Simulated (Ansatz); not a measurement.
# TiO2: response to strain

The reference is TiO$_{2}$ in the rutile structure (space group P4_2/mnm, No. 136; a = 4.548 Å, c = 2.917 Å).

Strains are applied to the cell and any free atomic positions relax.

Level of theory: Ansatz (a quantum-chemistry and plane-wave program) LDA, without spin-orbit coupling.

Notes on the quantities. energy relative to the base: free energy F.

| isotropic strain (%) | energy relative to the base (meV/atom) |
|---|---|
| 0 | 0.0 |
| 0.6 | 2.5 |
| 1.2 | 9.8 |
| 1.8 | 21.6 |
| 2.4 | ? |
| 3 | 57.4 |

Q: Fit ΔE = Aε² + Bε³ (ε in %) to the rows shown and predict the withheld row.

A: Least squares on the printed values gives A = 7.10 and B = -0.24 meV/atom (largest residual 0.0 meV/atom); this predicts 37.6 meV/atom, and the run gives 37.5 meV/atom, in agreement.

No phonon test of stability was made. The final runs are not spin-polarised.
